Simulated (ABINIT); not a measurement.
# Pressure against volume in AlB2-type TiB2 (space group 191) (ABINIT, LDA)

```
TiB2
1.0
    2.91215     0.00000     0.00000
   -1.45608     2.52200     0.00000
    0.00000     0.00000     3.10438
Ti B
1 2
Cartesian
  0.00000   0.00000   0.00000
  1.45608   0.84067   1.55219
  0.00000   1.68133   1.55219
```

Level of theory: LDA (PW92), norm-conserving pseudopotentials (PseudoDojo nc-sr-04 LDA standard) (plane waves; ABINIT). Settings: pseudos = [Ti.upf, B.upf]; ecut = 55 Ha; occopt = 3; tsmear = 0.05 eV; ngkpt = 20 20 15; nshiftk = 1; shiftk = 0 0 0; potentials = PseudoDojo nc-sr-04 LDA standard; nband = 14; kptopt = 1; nstep = 50; toldfe = 1e-09 Ha. The cell above is the first row's. The rows scale it uniformly. In all rows fractional positions and the k mesh are held.

```
V (Å^3/atom)  P (GPa)
------------  -------
7.6000              ?
7.7652          16.46
7.9304           9.55
8.0956           3.28
8.2608          -2.41
8.4261          -7.56
8.5913         -12.24
```

Problem. Using a cubic, estimate the missing P at V = 7.6000 from the other rows, showing the fit.

Solution. With u = V - 8.18, the rows have u = -0.41480, -0.24960, -0.08440, 0.08080, 0.24610, 0.41130. Least squares gives P = 0.304 - 34.363·u + 10.223·u² - 2.007·u³. Residuals (row less fit): 0.000, 0.001, 0.002, -0.003, 0.003, 0.000; standard error 0.004 (degrees of freedom: 2). The fitted pressure is zero at V0 = 8.189, where dP/dV = -34.18, so B0 = -V0·dP/dV = 280 GPa. At the withheld row, u = -0.58000, so P = 0.304 - 34.363 × (-0.58000) + 10.223 × (-0.58000)² - 2.007 × (-0.58000)³ = 24.065 GPa. The calculation gives 24.09 GPa, 0.025 GPa above the prediction (0.1 % of the range of P in the table). The row lies outside the fitted rows, so this is an extrapolation. From the scatter of the fitted rows alone, a prediction at this place has a standard error of 0.013 GPa, so the miss is 1.9 times that.

Carrying the step between the two nearest rows on in a straight line would have given 23.37, off by 0.72; series whose last step already gives the withheld value aren't shown. The scan was laid around a cell of about the measured size, scaled by a guess for this functional; axis ratios and inner coordinates come from that cell. The runs keep the symmetry of the cell, so they don't test it for distortions. Spin polarisation is off. The shape of the cell and the inner coordinates aren't relaxed, so V0 and B0 belong to this uniform scaling; a relaxed crystal lies no higher in energy and is usually softer. 2 of the planned runs didn't end soundly and are left out. Cutoffs and mesh are single choices, not tested for convergence of this quantity. Series with a scatter that would blur these digits, or in which a gap closes, are not shown.
